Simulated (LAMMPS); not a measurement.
Molecular dynamics of a melt made from HgTe (zinc blende), 4096 atoms, at 660 K and 0 GPa, brought to that temperature within a few picoseconds.

Method: classical MD, pair style sw, file CdTeZnSeHgS0.sw (LAMMPS).

Give the state found, the self-diffusion coefficient of Te (not corrected for cell size), the coordination number of Hg by Te as this potential yields it.

state found: liquid; self-diffusion coefficient of Te (not corrected for cell size): (8.0 ± 0.3) × 10^-6 cm²/s; coordination number of Hg by Te: 4.30 (counted to 3.78 Å).

Caution: a run this short can hold a crystal over, or a liquid under, the potential's own melting point, which these runs don't give. Caution: the real compound melts congruently only under the pressure of its own vapour and loses its more volatile element when open.
